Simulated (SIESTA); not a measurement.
## Cost against accuracy: kgrid.MonkhorstPack for Ag (P6_3/mmc, 2 atoms in the cell)

```
Ag
1.0
    2.93000     0.00000     0.00000
   -1.46500     2.53745     0.00000
    0.00000     0.00000     4.79000
Ag
2
Cartesian
  0.00000   1.69164   1.19750
  1.46500   0.84582   3.59250
```

Computed with GGA PBEsol, numerical atomic orbitals DZP, PseudoDojo PBEsol standard norm-conserving potentials (rewritten from UPF to PSML) run with SIESTA.

Base settings: XC.functional = GGA; XC.authors = PBEsol; potentials = PseudoDojo PBEsol standard; PAO.BasisSize = DZP; PAO.EnergyShift = 0.01 Ry; MeshCutoff = 350 Ry; kgrid.MonkhorstPack = 10 10 6; OccupationFunction = FD; ElectronicTemperature = 1160.45 K; MaxSCFIterations = 150.

Misses are taken against the tightest run, 31 31 17, which need not be fully converged itself. The energy is the free energy per atom.

Core times come from one kind of shared machine and are given to one figure; runs under 30 s give none.

The starting cell comes from a database of published, mostly measured structures (it also holds non-ambient and calculated ones), without a prior relaxation at this level. Values carry the incompleteness of an atom-centred basis. In the base run, with a pressure of about -7 GPa the cell is away from its equilibrium volume at this level.

The runs (kgrid.MonkhorstPack): 1 1 1 | 2 2 2 | 3 3 2 | 4 4 2 | 5 5 3 | 6 6 3 | 7 7 4 | 9 9 5 | 10 10 6 | 12 12 7 | 14 14 8 | 17 17 9 | 20 20 11 | 25 25 14 | 31 31 17.

### Question
Which is the coarsest setting among those run that, with all tighter ones, holds the energy within 20 meV/atom of the reference, and what does it save?

### Answer
7 7 4, off by 16 meV/atom; it ran in under 30 s, against roughly 200 s for the reference.

### Question
Which is the coarsest setting among those run that, with all tighter ones, holds the energy within 2 meV/atom of the reference, and what does it save?

### Answer
14 14 8, off by 0.99 meV/atom; it needs about 0.1 of the reference's time.

| kgrid.MonkhorstPack | energy less reference (meV/atom) | pressure less reference (GPa) | core time / reference (rough) |
|---|---|---|---|
| 1 1 1 | -3822.61 | -20.55 | – |
| 2 2 2 | 1155.75 | 11.38 | – |
| 3 3 2 | -117.72 | -0.75 | – |
| 4 4 2 | 62.37 | 0.37 | – |
| 5 5 3 | -77.72 | -0.66 | – |
| 6 6 3 | 72.57 | 1.15 | – |
| 7 7 4 | -15.54 | -0.28 | – |
| 9 9 5 | -17.45 | -0.32 | – |
| 10 10 6 | 4.44 | 0.20 | – |
| 12 12 7 | 3.92 | 0.15 | – |
| 14 14 8 | 0.99 | 0.09 | 0.1 |
| 17 17 9 | 1.26 | -0.03 | 0.2 |
| 20 20 11 | -0.82 | -0.01 | 0.3 |
| 25 25 14 | 0.27 | 0.01 | 0.6 |
| 31 31 17 | 0.00 | 0.00 | 1 |
